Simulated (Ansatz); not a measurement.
Adsorption energy and surface dipole of Cl on the 1x1 (100) surface of monoclinic HfO2 (cut with top plane 2 O), one in a 1x1 cell, started at the site 'hollow O-O-O', worked from the runs' numbers; total energies count from the potentials' own zero.

Host crystal: monoclinic HfO2, with a band gap (PBE, scalar-relativistic without spin-orbit coupling).

All values below come from RPBE, at the PBE geometry (plane waves to 420 eV, PAW; Ansatz, an electronic-structure program).

Model: 25-atom slab, 9.3 Å thick at the start under the adsorbate (thin: gaps and levels are the slab's own), 4x4x1 mesh, Fermi-Dirac 0.01 eV, dipole correction, single point; no symmetry held, on the structure that PBE left; spin-polarised, ending with about 1.0 μB a cell; orders that need a larger cell were not tried, no spin-orbit, no U, no dispersion correction. The program's check for a lower electronic state was not made. At the end it is bonded to Hf. In PBE it is, or lies within 0.03 eV of, the lowest of the starts that converged; the order may differ at this level.

| quantity | value |
|---|---|
| slab with the adsorbate | -136098.190 eV |
| clean slab, same cell and mesh | -135015.029 eV |
| reference, ½ Cl2(g) | -1083.309 eV |
| area of the cell | 27.90 Å² |
| change of the step from the bottom to the top vacuum level | 0.409 eV |

Task: What is the adsorption energy against this reference?

Result: E(slab + adsorbate) − E(slab) − E(reference) = 0.15 eV, so in this state the adsorbate is less stable than in the reference, at a coverage of 3.58 a nm².

Task: What dipole does adsorption add to the slab along the outward normal (Helmholtz relation, ε₀ = 0.005526 e/(V·Å))?

Result: p = −ε₀·A·ΔV = -0.063 e·Å = -0.30 D; its negative end points to the vacuum, which raises the vacuum level.
